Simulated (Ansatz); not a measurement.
**A self-consistent single point of MgSn (Pm-3m, 2 atoms in the cell) with Ansatz (a first-principles code)**

Computed with LDA (PW92), default PAW files made with PBE (plane waves; Ansatz).

Input as run:

Ansatz 0.2 input:
```yaml
# MgSn
crystal:
  lattice:
    - [3.623150, 0.000000, 0.000000]
    - [0.000000, 3.623150, 0.000000]
    - [0.000000, 0.000000, 3.623150]
  atoms:
    - { symbol: Mg, position: [0.000000, 0.000000, 0.000000] }
    - { symbol: Sn, position: [0.500000, 0.500000, 0.500000] }
kpoints:
  mp_grid:
    grid: [9, 9, 9]
hamiltonian:
  xc: lda
  pseudopotentials:
    kind: paw
scf:
  occupations:
    method: cold
    width: 0.2
output:
  forces: true
  eigenvalues: true
  stress: true
```

Output, abridged:

```
WARN basis.ecutwfc = 420 eV, the default
WARN ansatz: RAYON_NUM_THREADS=1 ignored (pool sized by the plan → 1); use --threads N
Pseudopotentials: kind: paw
Pseudopotential: Mg, paw, valence charge 10
Pseudopotential: Sn, paw, valence charge 14
Crystal: 2 atoms, lattice volume = 47.562 Å³
Basis set: ecut = 420 eV, 925 PW (Γ)
Bands: 16, of which v1, the nominal top of the filled ones, is band 12 counted from 1 (11 counted from 0)
Symmetry: 48 space group operations
Space group: Pm-3m (ITA 221), of the structure as read, at distance tolerance 3.6e-5 Å
k-points: 35 of 729
PAW frozen core: Mg, regenerated for the run's functional, and the local potential with it
PAW frozen core: Sn, regenerated for the run's functional, and the local potential with it
Initial density: superposition of atomic densities (neutral atoms: chi_scale 0, normalization atom), corrected by the library's trained network
Initial wavefunctions: pseudopotential atomic-orbital guess
Eigensolver: davidson
Functional: x = slater, c = lda
SCF iter   1: F=—  HF=-7781.385990 eV  |F-HF|=—  |Δ(HF+E_count)|=         —  Δρ=7.44e-3  dr2=1.46e-2  ethr=1.77e-3  ⟨swp⟩=5.3  Hψ=2786  notcnv=0
all-band conjugate gradients solve this SCF's bands
preconditioner: auto → none
SCF iter   2: F=—  HF=-7781.378021 eV  |F-HF|=—  |Δ(HF+E_count)|=   7.97e-3  S|Δr|=    0.00e0  Δρ=3.71e-3  dr2=4.39e-3  ethr=6.09e-5  ⟨swp⟩=2.2  Hψ=1212  notcnv=0
SCF iter   3: F=—  HF=-7781.376301 eV  |F-HF|=—  |Δ(HF+E_count)|=   1.72e-3  S|Δr|=    0.00e0  Δρ=2.91e-4  dr2=3.92e-5  ethr=1.83e-5  ⟨swp⟩=3.0  Hψ=970  notcnv=0
SCF iter   4: F=—  HF=-7781.376305 eV  |F-HF|=—  |Δ(HF+E_count)|=   4.47e-6  S|Δr|=    0.00e0  Δρ=1.44e-4  dr2=1.01e-5  ethr=1.63e-7  ⟨swp⟩=2.0  Hψ=834  notcnv=0
SCF iter   5: F=—  HF=-7781.376301 eV  |F-HF|=—  |Δ(HF+E_count)|=   4.34e-6  S|Δr|=    0.00e0  Δρ=3.75e-5  dr2=4.82e-7  ethr=4.20e-8  ⟨swp⟩=2.0  Hψ=830  notcnv=0
SCF iter   6: F=-7781.376301 eV  HF=-7781.376301 eV  |F-HF|=1.95e-8  |Δ(HF+E_count)|=   3.52e-8  S|Δr|=    0.00e0  Δρ=9.56e-6  dr2=3.62e-8  ethr=4.17e-10  ⟨swp⟩=7.1  Hψ=2545  notcnv=0
SCF 1 converged in 6 iterations: F = -7781.376301 eV  dr2 = 3.62e-8
SCF converged after 6 iterations
Stability not checked (fill_not_monotonic)
Free energy (F): -7781.376301 eV
Harris-Foulkes:  -7781.376301 eV  (|F-HF|=1.95e-8)
Internal energy: -7781.377067 eV  (E = F + TS)
E sigma→0 (E₀):  -7781.376556 eV
Entropy (-TS):   0.000767 eV (0.383 meV/atom)
Fermi energy:    8.925269 eV
--- Per-component energies (eV) ---
  E_band       = -434.339345
  E_kinetic    = 263.806665
  E_local      = -2403.688362  (includes V_loc(G=0)·N_el)
  E_nonlocal   = 68.330488
  E_hartree    = 1078.297178
  E_xc         = -408.156660
  E_vxc        = -136.371972  (∫ρ·V_xc dr)
  E_paw        = -4265.431243  (= ΣΔE_a)
  E_vpaw       = -383.004356  (= ΣTr[D̂ρ^β])
  E_aug_tail   = -0.000005  (compensation charges beyond the density's cutoff)
  E_ewald      = -2115.110506
  E_core_change = 0.575378  (= ΣΔE_core)
  E_smearing   = 0.000767  (= −TS)
  E_closure    = 0.000000  (closes the sum)
  Σ components = -7781.376301   (vs F -7781.376301, Δ=0.00e0)
--- Forces (eV/Å), atoms counted from 1 ---
  atom   1  Mg    -0.00000000     0.00000000    -0.00000000
  atom   2  Sn     0.00000000    -0.00000000     0.00000000
  max |Σ_I F_I| component: 1.67e-29 eV/Å
--- Stress (GPa, compression-positive) ---
       -2.050632       0.000000       0.000000
       -0.000000      -2.050632       0.000000
        0.000000       0.000000      -2.050632
  P = ⅓ Tr σ = -2.0506 GPa (-20.506 kbar)
  The stress holds the Pulay correction. Without it, at fixed plane waves, as pw.x and ABINIT print it: P = -2.0637 GPa
--- Band table (eV; the first three rows and the last of 35) ---
  k-point 0: bands = ["-66.8856", "-34.3112", "-34.3112", "-34.3112", "-12.3662", "-12.3662", "-12.3019", "-12.3019", "-12.3019", "-1.1985", "10.0779", "10.0779", "10.0779", "11.6889", "12.8980", "12.8980"]
  k-point 1: bands = ["-66.8856", "-34.3116", "-34.3112", "-34.3112", "-12.3657", "-12.3574", "-12.3046", "-12.3046", "-12.3016", "-1.0641", "8.5561", "10.2096", "10.2096", "12.1469", "13.0210", "14.3311"]
  k-point 2: bands = ["-66.8856", "-34.3128", "-34.3111", "-34.3111", "-12.3646", "-12.3351", "-12.3116", "-12.3116", "-12.3010", "-0.6692", "6.5445", "10.5893", "10.5893", "12.5830", "13.3891", "16.9632"]
  k-point 34: bands = ["-66.8852", "-34.3142", "-34.3142", "-34.3142", "-12.3506", "-12.3503", "-12.3503", "-12.2494", "-12.2494", "3.8838", "7.2225", "7.2749", "7.2749", "9.9378", "10.2115", "10.2115"]
```

The run converged in 6 iterations.

The starting cell comes from a database of computed structures (which also holds hypothetical and non-ambient phases and stackings), without a prior relaxation at this level. Ansatz's pressure includes its estimate of the finite-basis (Pulay) stress.
